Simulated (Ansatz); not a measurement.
## Competing hops of interstitial Cu in monoclinic ZrO2 with all lengths changed by +1 %, charge state +1

System: interstitial Cu in monoclinic ZrO2 with all lengths changed by +1 % (charge state +1). Calculation: PBE, PAW (plane waves to 420 eV; Ansatz, a first-principles code).

96-site cell at the strained lattice (strain from the relaxed PBE one, atoms relaxed), the Γ point alone, smearing 0.01 eV, spin-restricted, no finite-size correction. No zero-point or tunnelling terms. The charge state is imposed; whether it is stable for some Fermi level was not computed. Sites that were not tried may lie lower.

Barriers: single points on a 2×2×2 k-point mesh shifted by half a step at the bands' geometries.

```tsv
Route	Start site over the lowest site run (eV)	Hop (Å)	Forward barrier (eV)	Backward barrier (eV)	Neighbours at the start	Neighbours at the saddle	Saddle order	Forward, on the band's own sampling (eV)
a direct jump of one Cu atom	0.00	3.32	1.32	1.32	O at 1.92, 2 O at 1.99, O at 2.33 Å	O at 1.85, O at 1.89, O at 1.97, O at 2.16 Å	not checked	1.31
```

Paths come from CI-NEB runs.   A further band (a direct jump of one Cu atom, 3.55 Å) gave 1.31 eV forward on its own sampling, 1.31 eV above the lowest site run, but a shoulder points to a second hump between its images, so it is not taken as a result.

The whole set of runs took around 2.8 core-hours (rough).
